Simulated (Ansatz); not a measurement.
Consider the following.

End structure of a constructed model of the (111) surface of fcc Ir, a pseudomorphic layer of Pt in the host's stacking (bottom of the slab: a bare face, its two planes held):

```xyz
7
Lattice="2.7372 0.0000 0.0000 -1.3686 2.3705 0.0000 0.0000 0.0000 30.0000" Properties=species:S:1:pos:R:3 pbc="T T T"
Ir     0.0000     1.5803     8.2029
Ir     1.3686     0.7902    10.4378
Ir     0.0000     0.0000    12.6518
Ir     0.0000     1.5803    14.8977
Ir     1.3686     0.7902    17.1387
Ir     0.0000     0.0000    19.3164
Pt     0.0000     1.5803    21.6311
```

Set-up: 7 atoms, 13.6 Å thick at the start with caps and adatoms (thin: gaps and levels are the slab's own); mesh 16x16x1; 0.1 eV smearing; dipole correction on; single point; on the structure that PBE left under its start's symmetry; no spin, no spin-orbit, no U. In PBE it is, or lies within 0.01 eV a 1x1 cell of, the lowest of the 2 structures of its composition computed so far; subsurface sites and larger cells were not tried.

**Question.** Predict the work function of the top face from r2SCAN, at the PBE geometry run with Ansatz (a program for electronic structure).

**Answer.** 5.58 eV
